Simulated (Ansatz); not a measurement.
**RuSb₂ (space group Pnnm, No. 58)**

```xyz
6
Lattice="5.9572 0.0000 0.0000 0.0000 6.6633 0.0000 0.0000 0.0000 3.1762" Properties=species:S:1:pos:R:3 pbc="T T T"
Sb     1.0853     2.3811     0.0000
Sb     4.8719     4.2822     0.0000
Sb     4.0639     0.9505     1.5881
Sb     1.8933     5.7128     1.5881
Ru     0.0000     0.0000     0.0000
Ru     2.9786     3.3317     1.5881
```

The values are results of DFT with PBEsol, PAW potentials and a 420 eV plane-wave cutoff in Ansatz (a program for electronic structure), scalar-relativistic without spin-orbit coupling, not measurements. Γ-centred 8×7×15 mesh, Fermi–Dirac width 0.05 eV.

| Quantity | Value |
|---|---|
| Volume per atom | 21.01 Å³ |
| Density | 9.08 g/cm³ |
| Band gap | zero |
| Total energy | -6211.148 eV/atom (σ→0; compares only within this code and set-up) |

Spin-orbit coupling, missing from the scalar runs, can matter with Sb. Whether these cells are dynamically stable was not tested. All final runs are without spin polarisation. The zero or small gap of RuSb2 can change with the level of theory.
